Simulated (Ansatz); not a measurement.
Consider SiO2 (space group P3_221, No. 154; a = 4.949 Å, c = 5.441 Å). Axes: x lies along a and z along c of the hexagonal cell.

Computed with Ansatz (an electronic-structure program), PBEsol, PAW, cutoff 420 eV, no spin-orbit coupling.

Base values:

```
Quantity              Result
-------------------  -------
Band gap             5.72 eV
Smallest direct gap  6.03 eV
```

Now apply this change: uniaxial strain ε_xx = +0.75 %, all other strain components held at zero, atoms relaxed at fixed cell.

Question: Estimate the effect on the band gap, stress, largest internal atomic displacement and smallest direct gap.

Answer: The band gap drops by 0.02 eV to 5.70 eV; the stress (xx, yy, zz, yz, xz, xy; compression positive) comes out as (-0.56, -0.01, -0.05, -0.13, 0.00, 0.00) GPa; the largest internal atomic displacement amounts to 0.031 Å; the smallest direct gap drops by 0.026 eV to 6.01 eV.

Stability against distortions was not tested.
